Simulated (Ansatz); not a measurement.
Ansatz (a first-principles code) run on Ta3W (I4mm, 4 atoms in the cell): self-consistent single point.

Computed with LDA (PW92), default PAW files made with PBE (plane waves; Ansatz).

```
Ta3W
1.0
    0.00000     3.25084     3.25084
    3.25084     0.00000     3.25084
    3.25084     3.25084     0.00000
Ta W
3 1
Direct
  0.25000   0.25000   0.25000
  0.75000   0.75000   0.75000
  0.50769   0.50769   0.49231
  0.00000   0.00000   0.00000
```

Reference input (self-consistent single point, DFT, LDA (PW92), plane waves, default PAW files made with PBE): basis.ecutwfc = 420 eV; kpoints.mp_grid.grid = 9 9 9; hamiltonian.xc = lda; hamiltonian.pseudopotentials = {kind: paw} (the program's default PAW files); scf.occupations.method = gaussian; scf.occupations.width = 0.1 eV. This run's input differs from it in these lines:

Ansatz 0.2 input:
```diff
@@ -15,3 +15,3 @@
   mp_grid:
-    grid: [9, 9, 9]
+    grid: [17, 17, 17]
 hamiltonian:
@@ -23,3 +23,3 @@
     method: gaussian
-    width: 0.1 eV
+    width: 0.02 eV
 output:
```

Output, abridged:

```
SCF iter   1: F=—  HF=-39177.820313 eV  |F-HF|=—  |Δ(HF+E_count)|=         —  Δρ=6.79e-3  dr2=3.76e-2  ethr=1.77e-3  ⟨swp⟩=5.3  Hψ=52675  notcnv=0
all-band conjugate gradients solve this SCF's bands
preconditioner: auto → Kerker (q_TF=auto, 2.613 Å⁻¹)
SCF iter   2: F=—  HF=-39177.813079 eV  |F-HF|=—  |Δ(HF+E_count)|=   7.23e-3  Δρ=3.64e-3  dr2=7.33e-3  ethr=7.09e-5  ⟨swp⟩=2.2  Hψ=18116  notcnv=0  defer=389
SCF iter   3: F=—  HF=-39177.811139 eV  |F-HF|=—  |Δ(HF+E_count)|=   1.94e-3  Δρ=1.23e-3  dr2=9.80e-4  ethr=1.38e-5  ⟨swp⟩=2.3  Hψ=17206  notcnv=0  defer=403
SCF iter   4: F=—  HF=-39177.810886 eV  |F-HF|=—  |Δ(HF+E_count)|=   2.53e-4  Δρ=1.70e-4  dr2=3.96e-5  ethr=1.85e-6  ⟨swp⟩=2.0  Hψ=16447  notcnv=0  defer=403
SCF iter   5: F=—  HF=-39177.810878 eV  |F-HF|=—  |Δ(HF+E_count)|=   7.30e-6  Δρ=5.78e-5  dr2=1.53e-6  ethr=7.47e-8  ⟨swp⟩=2.0  Hψ=16686  notcnv=0  defer=403
SCF iter   6: F=-39177.810878 eV  HF=-39177.810878 eV  |F-HF|=7.47e-9  |Δ(HF+E_count)|=   5.84e-8  Δρ=1.24e-5  dr2=5.14e-8  ethr=1.89e-10  ⟨swp⟩=7.2  Hψ=57681  notcnv=0
SCF 1 converged in 6 iterations: F = -39177.810878 eV  dr2 = 5.14e-8
Free energy (F): -39177.810878 eV
Internal energy: -39177.810231 eV  (E = F + TS)
E sigma→0 (E₀):  -39177.810555 eV
Entropy (-TS):   -0.000648 eV (-0.162 meV/atom)
Fermi energy:    19.379691 eV
--- Forces (eV/Å), atoms counted from 1 ---
  atom   1  Ta    -0.00000000    -0.00000000     0.26937056
  atom   2  Ta     0.00000000     0.00000000     0.26937056
  atom   3  Ta     0.00000000     0.00000000    -0.63573057
  atom   4  W      0.00000000     0.00000000     0.09701278
--- Stress (GPa, compression-positive) ---
       -7.223750       0.000000      -0.000000
        0.000000      -7.223750       0.000000
       -0.000000       0.000000      -7.272395
  P = ⅓ Tr σ = -7.2400 GPa (-72.400 kbar)
  The stress holds the Pulay correction. Without it, at fixed plane waves, as pw.x and ABINIT print it: P = -7.2812 GPa
```

The run converged in 6 iterations. Against the reference run the free energy rises by 2.9 meV/atom, the pressure moves little (-7.19 to -7.24 GPa) and the largest force goes from 0.614 to 0.636 eV/Å.

The starting cell comes from a database of computed structures (which also holds hypothetical and non-ambient phases and stackings), without a prior relaxation at this level. Its lattice was rescaled by up to half a per cent. One atom was moved a little off its site on purpose. Spin polarisation is off. With a pressure of about -7 GPa the cell is away from its equilibrium volume at this level. Ansatz's pressure includes its estimate of the finite-basis (Pulay) stress.

Cost on one core of a shared machine: roughly 70 s.
